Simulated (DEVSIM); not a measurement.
Device: illuminated Si n-on-p cell, one wavelength, with a back-surface field, at 450 K.

Layer 1 from the left is Si, thickness (μm) 0.110, Nd (cm⁻³) 6.6e18, τn (s) 9.6e-8, τp (s) 2.2e-8, absorption coefficient (cm⁻¹) 12000. Layer 2 from the left is Si, thickness (μm) 220, Na (cm⁻³) 1.5e15, τn (s) 6e-7, τp (s) 6e-7, absorption coefficient (cm⁻¹) 12000. Layer 3 from the left is Si, thickness (μm) 0.560, Na (cm⁻³) 5.3e18, τn (s) 6e-7, τp (s) 6e-7, absorption coefficient (cm⁻¹) 12000.

Left contact: ohmic, minority hole recombination velocity 10 cm/s. Right contact: ohmic, minority electron recombination velocity 5000 cm/s. Voltage is applied to the left contact. Recombination: SRH at mid-gap, radiative, Auger. Light enters at the left, 1.1e18 photons cm⁻² s⁻¹, one pass, no reflection. Mobility is μmin + (μ − μmin)/(1 + (N/Nref)^α).

Constants are typed, rounded textbook-type inputs, not results; the design itself was drawn at random and stands for no fabricated device. Values at 300 K; Nc and Nv go as T^1.5, mobilities as T to minus their exponent, the gap by Varshni's rule with the affinity fixed.

Si: gap (eV) 1.124, affinity (eV) 4.05, permittivity 11.7, Nc (cm⁻³) 2.86e19, Nv (cm⁻³) 3.1e19, μn (cm²/Vs) 1417, μp (cm²/Vs) 470, μn,min 52, μp,min 45, Nref,n 9.7e16, Nref,p 2.2e17, αn 0.68, αp 0.72, T exponent of μn 2.3, T exponent of μp 2.2, B (cm³/s) 4.7e-15, Cn (cm⁶/s) 2.8e-31, Cp (cm⁶/s) 9.9e-32, Varshni α (eV/K) 0.000473, Varshni β (K) 636.

DEVSIM, 1D drift-diffusion, Boltzmann statistics, complete ionisation; no tunnelling, impact ionisation, image-force lowering or self-heating.

Task: What does the simulation give for the potential step across the device at zero bias, the dark forward voltage at 1 A/cm², the fill factor?

Result: potential step across the device at zero bias 0.909 V; dark forward voltage at 1 A/cm² 0.576 V; fill factor 0.36.
